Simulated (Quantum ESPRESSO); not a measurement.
# Habitual settings against a tight run: Sr (Fm-3m, 1 atom in the cell)

Self-consistent single point.

```xyz
1
Lattice="-3.0033 0.0000 3.0033 0.0000 3.0033 3.0033 -3.0033 3.0033 0.0000" Properties=species:S:1:pos:R:3 pbc="T T T"
Sr     0.0000     0.0000     0.0000
```

Computed with PBEsol, PseudoDojo standard norm-conserving (PBESOL) pseudopotentials (plane waves; Quantum ESPRESSO).

Base settings: ecutwfc = 70 Ry; occupations = smearing; smearing = marzari-vanderbilt; degauss = 0.019992 Ry; potentials = {Sr: Sr.upf}; K_POINTS = automatic 8 8 8 0 0 0; conv_thr = 1e-10 Ry.

Tight run (finer mesh or higher cutoff; not a proven limit): ecutwfc: 70 Ry → 98 Ry; conv_thr: 1e-10 Ry → 7.3e-11 Ry; K_POINTS: automatic 8 8 8 0 0 0 → automatic 11 11 11 0 0 0. It gave Fermi level (on the code's own zero) 5.14 eV; pressure -0.46 GPa.

Quick runs, as changes from the base:
- A: the base itself
- B: ecutwfc: 70 Ry → 42 Ry; K_POINTS: automatic 8 8 8 0 0 0 → automatic 6 6 6 1 1 1; potentials: PseudoDojo standard norm-conserving (LDA) [LDA (PW92)]
- C: smearing: marzari-vanderbilt → methfessel-paxton; degauss: 0.019992 Ry → 0.0099958 Ry; K_POINTS: automatic 8 8 8 0 0 0 → automatic 4 4 4 0 0 0
- D: ecutwfc: 70 Ry → 35 Ry; smearing: marzari-vanderbilt → methfessel-paxton; conv_thr: 1e-10 Ry → 7.3e-05 Ry
- E: ecutwfc: 70 Ry → 35 Ry; smearing: marzari-vanderbilt → fermi-dirac; degauss: 0.019992 Ry → 0.0099958 Ry; conv_thr: 1e-10 Ry → 7.3e-05 Ry; K_POINTS: automatic 8 8 8 0 0 0 → automatic 4 4 4 1 1 1
- F: ecutwfc: 70 Ry → 49 Ry; smearing: marzari-vanderbilt → gaussian; degauss: 0.019992 Ry → 0.0147 Ry; K_POINTS: automatic 8 8 8 0 0 0 → automatic 4 4 4 0 0 0

Energies are extrapolated to zero smearing width, which holds to low order in the width alone (under cold and Methfessel-Paxton smearing the free energy itself is taken).

Dashes: energy of B, another energy zero.

† marks runs with another functional, U, potentials or spin treatment: their distance from the tight run is not a convergence error alone.

The count of work is k-points × plane waves × bands × iterations; it is no time. 

The starting cell comes from a database of computed structures (which also holds hypothetical and non-ambient phases and stackings), without a prior relaxation at this level. Its lattice was rescaled by a random factor within 2.5 % of one.

| run | energy less tight (meV/atom) | pressure less tight (GPa) | count of work / tight |
|---|---|---|---|
| A | 0.4 | 0.00 | 0.32 |
| B† | – | -4.07 | 0.14 |
| C | -33.2 | 0.14 | 0.088 |
| D | 694.0 | -7.63 | 0.056 |
| E | 700.7 | -7.60 | 0.019 |
| F | 17.6 | -0.96 | 0.051 |

Among the runs at the tight run's level, the energy misses run from 0.4 to 700.7 meV/atom.
